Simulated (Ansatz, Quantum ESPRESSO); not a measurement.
**Code comparison for BaC₂ (C2/c, 6 atoms in the cell)**

Relaxation of cell and atoms.

```
BaC2
1.0
    3.77493    -2.35399     0.00000
    3.77493     2.35399     0.00000
   -2.83915     0.00000     7.71389
Ba C
2 4
Direct
  0.81021   0.18979   0.25000
  0.18979   0.81021   0.75000
  0.58597   0.89327   0.44553
  0.41403   0.10673   0.55447
  0.10673   0.41403   0.05447
  0.89327   0.58597   0.94553
```

Shared settings, as Ansatz (a quantum-chemistry and plane-wave program) writes them: kpoints.mp_grid.grid = 5 5 3; scf.occupations.method = fermi_dirac; scf.occupations.width = 0.05 eV. Potentials and cutoffs stand in the table.

```csv
code,model,final volume (Å³/atom),gap on the mesh (eV),cutoff
Quantum ESPRESSO,"PBEsol, GBRV 1.5 ultrasoft (PBESOL) pseudopotentials",22.62,2.158,40 Ry
Ansatz,"PBEsol, PAW files made with PBE",22.55,2.248,default
```

Gaps are read on the mesh.

The spread over the programs that give each value: final volume within 0.07 Å³/atom; gap on the mesh within 0.090 eV.

The programs treat the finite-basis stress differently while the cell relaxes: Ansatz adds an estimate of it.

The starting cell comes from a database of computed structures (which also holds hypothetical and non-ambient phases and stackings), without a prior relaxation at this level. Its lattice was rescaled by a random factor within 2.5 % of one.

Left out of this page: SIESTA (failed or unconverged).

Keys are those of Ansatz 0.2.
